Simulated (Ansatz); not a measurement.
## A computed series for MgO: response to strain

The parent structure is MgO in the rock salt structure (space group Fm-3m, No. 225; a = 4.204 Å). Axes: x, y, z lie along the cube axes.

Strains are applied to the cell and any free atomic positions relax; under biaxial strain the out-of-plane vector relaxes too.

Method: r2SCAN/PAW in Ansatz (a first-principles code), scalar-relativistic without spin-orbit coupling.

Notes on the quantities. pressure: mean of the normal stresses, compression positive; energy relative to the base: free energy F.

```csv
change,volume per atom,pressure,energy relative to the base,band gap
base,9.29 Å³,0.00 GPa,0 meV/atom,5.68 eV
"biaxial strain +0.42 %, plane normal [111], relaxed out of plane",9.36 Å³,-1.15 GPa,+0.4 meV/atom,5.58 eV
"biaxial strain +0.83 %, plane normal [111], relaxed out of plane",(withheld),(withheld),(withheld),(withheld)
"biaxial strain +1.25 %, plane normal [111], relaxed out of plane",9.48 Å³,-3.30 GPa,+3.7 meV/atom,5.39 eV
"biaxial strain +1.67 %, plane normal [111], relaxed out of plane",9.55 Å³,-4.34 GPa,+6.5 meV/atom,5.29 eV
"biaxial strain +2.08 %, plane normal [111], relaxed out of plane",9.61 Å³,-5.31 GPa,+10 meV/atom,5.20 eV
"biaxial strain +2.50 %, plane normal [111], relaxed out of plane",9.68 Å³,-6.28 GPa,+14 meV/atom,5.10 eV
```

**Question.** Some entries are withheld; estimate them.

**Answer.** 
- biaxial strain +0.83 %, plane normal [111], relaxed out of plane, volume per atom: 9.42 Å³
- biaxial strain +0.83 %, plane normal [111], relaxed out of plane, pressure: -2.23 GPa
- biaxial strain +0.83 %, plane normal [111], relaxed out of plane, energy relative to the base: +1.6 meV/atom
- biaxial strain +0.83 %, plane normal [111], relaxed out of plane, band gap: 5.49 eV

Stability against distortions was not tested.
